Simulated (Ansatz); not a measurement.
Start from PbTe in the rock salt structure (space group Fm-3m, No. 225; a = 6.5694 Å).

Now apply this change: the cell is scaled by 1.0397 in all directions; the atoms relax in the strained cell.

All numbers come from Ansatz (a first-principles code), PBE, PAW, cutoff 420 eV, scalar-relativistic without spin-orbit coupling, earlier PAW set.

Base, band edges from the VBM (valence, conduction): X -2.51, 3.52; W -0.28, 1.73; L 0.00, 0.83; Γ -1.16, 4.03; K -1.88, 3.54; U -1.88, 3.54 eV.

Q: Give the band edges at the high-symmetry points of the new zone, measured from its valence-band maximum.

A: 
```
point  valence edge (eV)  conduction edge (eV)
-----  -----------------  --------------------
Γ                  -0.77                  3.85
X                  -1.93                  3.95
U                  -1.46                  3.37
K                  -1.46                  3.37
L                   0.00                  1.00
W                  -0.11                  1.81
```

The gap is 1.00 eV, direct at L.

With Pb and Te present, leaving out spin-orbit coupling can change the band edges. Stability against distortions was not tested.
